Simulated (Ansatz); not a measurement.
The starting structures come from a database of crystals and need not be the phases stable at ambient conditions.

Tunnelling through a barrier is set by its complex band structure: the current falls as exp(−2κd) with the smallest κ.

Here is the system:

```
CELL_PARAMETERS angstrom
      6.88227     0.04323     0.00000
     -3.29260     6.04369     0.00000
      1.79483     3.04346     5.90621
ATOMIC_POSITIONS crystal
  Tl 0.00000 0.50000 0.50000
  Tl 0.50000 0.00000 0.50000
  Cd 0.50000 0.50000 0.00000
  Ge 0.00000 0.00000 0.00000
  Te 0.40454 0.04805 0.00000
  Te 0.95195 0.95195 0.64351
  Te 0.04805 0.40454 0.00000
  Te 0.59546 0.59546 0.35649
```

Space group of this cell: I-42m. The cell was relaxed by PBE-D3(BJ); by r2SCAN its mean pressure is 1.2 GPa.

Transport runs along the normal of the first two printed cell vectors, the (110) plane of the conventional cell.

The gap is the functional's own. No spin-orbit coupling. Mid-gap values are interpolated on the energy grid.

**Question.** Predict the band gap and the smallest decay constant κ at mid-gap from r2SCAN in Ansatz (a first-principles code).

**Answer.** Gap 0.27 eV on a 6×6×6 mesh; κ = 0.073 1/Å, at (0.333, 0.333) of the in-plane reciprocal vectors. At the zone centre, at the nearest computed energy, the slowest state has κ = 0.15 1/Å.
